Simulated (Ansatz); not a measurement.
Amorphous Si30O18

The cell was made by melting and quenching with the CHGNet potential and then relaxed with DFT. O atoms were pushed apart under 1.9 Å during the dynamics, to hinder bonds among them. The hot cell started wider than the set density and was brought back towards it in steps. It is the lowest in DFT energy of 2 quenches. It is a model cell: composition and starting density were chosen by hand, and all elements were melted together. No dispersion term was used.

Methods: PBE, scalar-relativistic without spin-orbit coupling (Ansatz, a quantum-chemistry and plane-wave program); r2SCAN, scalar-relativistic without spin-orbit coupling (Ansatz); HSE06, scalar-relativistic without spin-orbit coupling (Ansatz). Geometry, pressure, stress and energy are those of the PBE run. Its sampling: a 2×2×2 Γ-centred mesh; Fermi-Dirac width 0.02 eV; no spin polarisation. Other functionals are single points at the zone centre (r2SCAN at 500 eV; exact exchange cut at the cell's faces), free to take moments where seeds were set. The usual formal charges leave 84 electrons over, so the level spacing at the Fermi energy parts defect or band states and needn't be the band gap. At PBE the levels at the filled edge of the gap are localised (band-tail or defect states).

```json
{
 "number_of_atoms_in_the_cell": "48",
 "Density (volume relaxed, without dispersion)": "2.19 g/cm³",
 "volume_per_atom": "17.89 Å^3",
 "Pressure on a 2×2×2 Γ-centred mesh": "0.08 GPa",
 "Largest force and stress component on that mesh (the relaxation ran on the zone centre alone)": "0.37 eV/Å and 0.3 GPa",
 "Energy relative to alpha cristobalite + silicon (lowest mix at this level among the phases computed, not always the ambient ones)": "0.379 eV/atom",
 "Level spacing at the Fermi energy on a 2×2×2 Γ-centred mesh (PBE)": "0.89 eV",
 "Level spacing at the Fermi energy at the zone centre (PBE)": "1.29 eV",
 "Level spacing at the Fermi energy at the zone centre (r2SCAN)": "1.46 eV",
 "Level spacing at the Fermi energy at the zone centre (HSE06)": "1.89 eV"
}
```

Neighbours within Si-Si 2.60 Å, Si-O 2.00 Å, O-O 1.58 Å count as bonded. Two cations that share two anions don't count as bonded, nor two that share one unless they lie closer than Si-Si 2.38 Å.

```
Quantity                                                                                                                            Result
---------------------------------  -------------------------------------------------------------------------------------------------------
Mean coordination of Si by anions  1.23 (14 with 0, 2 with 1, 9 with 2, 3 with 3, 2 with 4); 78 close contacts or bonds to cations besides
Mean coordination of O                                                                                          2.06 (17 with 2, 1 with 3)
Mean Si-Si bond                                                                                       2.397 Å (spread 0.065 Å, 39 counted)
Mean Si-O bond                                                                                        1.669 Å (spread 0.054 Å, 37 counted)
```

Its density started from a set value of 2.20 g/cm³. The simulated quench (nominally 280 K/ps over its main leg) is rapid and tends to freeze in more defects than a deposited or slowly cooled glass has. One small periodic cell is one sample of the glass; other quenches scatter about these values. Volume and shape were free in the relaxation. On a 2×2×2 Γ-centred mesh force components of up to 0.37 eV/Å stay, since the relaxation ran on the zone centre alone.
